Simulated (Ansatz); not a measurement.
Structures of equal composition on the (100) surface of germanium: 1 pair of surface atoms bonded, Ga on one of 2 atoms of the third shell, Cl on every dangling bond; 1 pair of surface atoms bonded, Ga on one of 2 atoms under the surface, Cl on every dangling bond. The slabs share one bottom face, and each structure is named by its start. These are constructed structures in small cells; real faces may alloy, dewet or reconstruct in larger ones, and not all known structures of the face are among them. Slabs of about 17 Å with all that they carry, Fermi-Dirac smearing of 0.025 eV. Bottom of the slabs: built like the top, H on every dangling bond, free. Relaxed from the named starts with such symmetry as they have, on meshes of like density; energies extrapolated to zero smearing; no spin-orbit coupling, no U. Spin-polarised runs, if any, are marked in brackets, and their order is one that fits the cell; the others ran without spin. Where a second, spin-polarised start was run, the lower counts.

All values below come from PBE (plane waves to 420 eV, PAW; Ansatz, a first-principles code).

Rank these by energy per 1x1 cell (lowest first), as PBE gives it.

1 pair of surface atoms bonded, Ga on one of 2 atoms of the third shell, Cl on every dangling bond (0.000 eV [spin start, no net moment], no gap over 0.04 eV on the mesh), 1 pair of surface atoms bonded, Ga on one of 2 atoms under the surface, Cl on every dangling bond (0.043 eV (like top atoms buckled by 0.3 Å) [spin start, no net moment], no gap over 0.04 eV on the mesh)
